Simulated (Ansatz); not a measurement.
AlPt3, pressure series

Consider AlPt3 (space group P4/mbm, No. 127; a cell from a computed database, its experimental status unchecked).

```
CELL_PARAMETERS angstrom
      5.44833     0.00000     0.00000
      0.00000     5.44833     0.00000
      0.00000     0.00000     7.84754
ATOMIC_POSITIONS crystal
  Al 0.50000 0.00000 0.23832
  Al 0.50000 0.00000 0.76168
  Al 0.00000 0.50000 0.23832
  Al 0.00000 0.50000 0.76168
  Pt 0.23629 0.73629 0.00000
  Pt 0.76371 0.26371 0.00000
  Pt 0.26371 0.23629 0.00000
  Pt 0.73629 0.76371 0.00000
  Pt 0.00000 0.00000 0.25339
  Pt 0.00000 0.00000 0.74661
  Pt 0.50000 0.50000 0.74661
  Pt 0.50000 0.50000 0.25339
  Pt 0.69524 0.19524 0.50000
  Pt 0.30476 0.80476 0.50000
  Pt 0.80476 0.69524 0.50000
  Pt 0.19524 0.30476 0.50000
```

Cell and atoms are relaxed at each pressure.

Level of theory: Ansatz (an electronic-structure program) PBEsol, scalar-relativistic without spin-orbit coupling.

| case | shortest interatomic distance | density |
|---|---|---|
| base | 2.546 Å | 17.46 g/cm³ |
| pressure −2 GPa | 2.551 Å | 17.31 g/cm³ |
| pressure −1 GPa | (withheld) | 17.39 g/cm³ |
| pressure 0.3 GPa | 2.545 Å | 17.48 g/cm³ |
| pressure 0.7 GPa | 2.544 Å | 17.51 g/cm³ |
| pressure 1.5 GPa | 2.541 Å | 17.56 g/cm³ |
| pressure 3 GPa | 2.537 Å | 17.66 g/cm³ |
| pressure 5 GPa | 2.532 Å | 17.79 g/cm³ |
| pressure 7.5 GPa | (withheld) | 17.95 g/cm³ |
| pressure 10 GPa | 2.520 Å | (withheld) |

**Question.** What belongs in the blanks?

**Answer.** 
- pressure −1 GPa, shortest interatomic distance: 2.548 Å
- pressure 7.5 GPa, shortest interatomic distance: 2.526 Å
- pressure 10 GPa, density: 18.11 g/cm³

Load acts through the strain it causes; cell and atoms are relaxed under it. No phonon test of stability was made. No other phases were tried under pressure. All final runs are without spin polarisation.
